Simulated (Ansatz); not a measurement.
Te in the diamond structure (space group Fd-3m, No. 227; a hypothetical phase, not in the database extracts checked)

```cif
data_Te2
_chemical_formula_sum 'Te2'
_space_group_name_H-M_alt 'P 1'
_space_group_IT_number 1
_cell_length_a 4.99259
_cell_length_b 4.99259
_cell_length_c 4.99259
_cell_angle_alpha 60.000
_cell_angle_beta 60.000
_cell_angle_gamma 60.000
loop_
_space_group_symop_operation_xyz
  'x, y, z'
loop_
_atom_site_label
_atom_site_type_symbol
_atom_site_fract_x
_atom_site_fract_y
_atom_site_fract_z
_atom_site_occupancy
Te1 Te 0.25000 0.25000 0.25000 1
Te2 Te 0.00000 0.00000 0.00000 1
```

Calculations: Ansatz (a program for electronic structure) PBEsol, no spin-orbit coupling. Γ-centred 12×12×12 mesh, Fermi–Dirac width 0.05 eV.

```json
{
  "volume_per_atom": "44.00 Å³",
  "density": "4.82 g/cm³",
  "band_gap": "zero",
  "total_energy": "-6901.008 eV/atom (σ→0; compares only within this code and set-up)"
}
```

Stability against distortions was not tested.
